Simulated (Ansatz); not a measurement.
What pressure −1 GPa does to Ag

Take Ag in the fcc (Cu type) structure (space group Fm-3m, No. 225; a = 4.105 Å) as the base.

Now apply this change: hydrostatic tension (pressure −1 GPa).

All numbers come from r2SCAN, PAW, 500 eV (Ansatz, a first-principles code; no spin-orbit coupling). k-mesh 19×19×19 (Γ-centred); smearing 0.05 eV (Fermi–Dirac).

```json
[
 {"quantity": "volume per atom", "base": "17.30 Å³", "changed": "17.47 Å³", "shift": "+0.177 Å³"},
 {"quantity": "density", "base": "10.36 g/cm³", "changed": "10.25 g/cm³", "shift": "-0.11 g/cm³"},
 {"quantity": "lattice parameter a", "base": "4.105 Å", "changed": "4.119 Å", "shift": "+0.014 Å"},
 {"quantity": "shortest interatomic distance", "base": "2.903 Å", "changed": "2.913 Å", "shift": "+0.010 Å"},
 {"quantity": "enthalpy H = E + PV relative to the base's energy", "base": "–", "changed": "-0.11 eV/atom", "shift": "–"},
 {"quantity": "band gap", "base": "zero", "changed": "zero", "shift": "–"}
]
```

Final structure:

```
Ag
1.0
    0.00000     2.05959     2.05959
    2.05959     0.00000     2.05959
    2.05959     2.05959     0.00000
Ag
1
Direct
  0.00000   0.00000   0.00000
```

Cost of the whole job for the changed cell (relaxation, final SCF and bands): roughly 30 core-seconds.

Load acts through the strain it causes; cell and atoms are relaxed under it. Whether these cells are dynamically stable was not tested.
